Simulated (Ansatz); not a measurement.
# HgTe, response to strain

Take HgTe in the zinc blende structure (space group F-43m, No. 216; a = 6.651 Å) as the base.

Strains are applied to the cell and any free atomic positions relax.

Method: PBE/PAW in Ansatz (a program for electronic structure), spin-orbit coupling left out.

Notes on the quantities. energy relative to the base: free energy F.

```json
[
 {"isotropic strain (%)": "-5.95", "energy relative to the base (meV/atom)": "161.9"},
 {"isotropic strain (%)": "-4.48", "energy relative to the base (meV/atom)": "86.0"},
 {"isotropic strain (%)": "-4.07", "energy relative to the base (meV/atom)": "69.7"},
 {"isotropic strain (%)": "-1.3", "energy relative to the base (meV/atom)": "6.3"},
 {"isotropic strain (%)": "-0.25", "energy relative to the base (meV/atom)": "?"},
 {"isotropic strain (%)": "0", "energy relative to the base (meV/atom)": "0.0"}
]
```

Question: Fit ΔE = Aε² + Bε³ (ε in %) to the rows shown and predict the withheld row.

Answer: Least squares on the printed values gives A = 3.42 and B = -0.19 meV/atom (largest residual 0.1 meV/atom); this predicts 0.2 meV/atom, and the run gives 0.2 meV/atom, in agreement.

The mesh was chosen for an insulator and is coarse for the gapless case. Whether these cells are dynamically stable was not tested. The final runs are not spin-polarised.
